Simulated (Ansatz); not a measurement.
**Carrier properties of ZnSe (I-4m2)**

Consider the following.

```xyz
2
Lattice="0.0000 2.8947 2.7218 2.8947 0.0000 2.7218 2.8947 2.8947 0.0000" Properties=species:S:1:pos:R:3 pbc="T T T"
Zn     0.0000     0.0000     0.0000
Se     4.3420     4.3420     4.0827
```

Method: PBEsol with spin-orbit coupling, rigid bands (plane waves, PAW; Ansatz, a first-principles code). Condition of this run: biaxial stress xx = yy = -2 GPa (compression positive) (the target of the relaxation). Geometry: cell and atoms relaxed with PBEsol, then loaded as said.

| Property | Result |
|---|---|
| band gap | 0.93 eV |
| electron conductivity mass (300 K, dilute) | 0.097 (x), 0.097 (y), 0.091 (z) mₑ |
| hole conductivity mass (300 K, dilute) | 0.63 (x), 0.63 (y), 0.26 (z) mₑ |
| effective density of states N_c (300 K) | 6.9e17 cm⁻³ |
| effective density of states N_v (300 K) | 6.3e18 cm⁻³ |
| density-of-states mass, electrons | 0.091 mₑ |
| density-of-states mass, holes | 0.40 mₑ |
| Seebeck coefficient, n-type 1e19 cm⁻³, 300 K | -62 μV/K |
| Seebeck coefficient, p-type 1e19 cm⁻³, 300 K | 225 μV/K |

Rigid bands; masses and Seebeck coefficients take one relaxation time τ for all states and one kind of carrier; polarons and phonon drag are left out.
